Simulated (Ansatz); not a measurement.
O on the 1x1 (111) surface of fcc Al, one in a 1x1 cell, energies for each (7.1 Å²). Energies are against ½ O2(g), without zero-point or thermal terms; each row is named by its start.

Computed with PBE (plane waves to 420 eV, PAW; Ansatz, a program for electronic structure).

**Question.** Which site binds most strongly?
A) top Al
B) hollow Al-Al-Al over Al at depth 4.6 Å
C) hollow Al-Al-Al over Al at depth 2.3 Å

**Answer.** B, hollow Al-Al-Al over Al at depth 4.6 Å. Adsorption energies: hollow Al-Al-Al over Al at depth 4.6 Å -4.67 eV; hollow Al-Al-Al over Al at depth 2.3 Å -4.50 eV; top Al -0.31 eV.
